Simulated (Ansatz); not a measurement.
What tensor shear ε_xz = −3.95 % does to Os

Take Os in the hcp (Mg type) structure (space group P6_3/mmc, No. 194; a = 2.738 Å, c = 4.318 Å; relaxed with 0.1 eV smearing) as the base. Axes: x lies along a and z along c of the hexagonal cell.

Perturbation: tensor shear ε_xz = −3.95 % (engineering shear γ = -0.0790); the atoms relax in the strained cell.

All numbers come from r2SCAN, PAW, 500 eV (Ansatz, a first-principles code; scalar-relativistic without spin-orbit coupling). Γ-centred 24×24×13 mesh, Fermi–Dirac width 0.1 eV.

* **Volume per atom**: 14.00 Å³ (base 14.02 Å³)
* **Space group**: C2/c (No. 15) (base P6_3/mmc (No. 194))
* **Shortest interatomic distance**: 2.596 Å (base 2.676 Å)
* **Energy relative to the base (free energy F)**: +73 meV/atom
* **Pressure (mean of the normal stresses, compression positive)**: 2.6 GPa (base 0.0 GPa)
* **Band gap**: zero (base zero)
* **Largest internal atomic displacement**: 0.010 Å
* **Stress (xx, yy, zz, yz, xz, xy; compression positive)**: (1.8, 1.2, 4.7, 0.0, 20.4, 0.0) GPa

No phonon test of stability was made. All final runs are without spin polarisation.
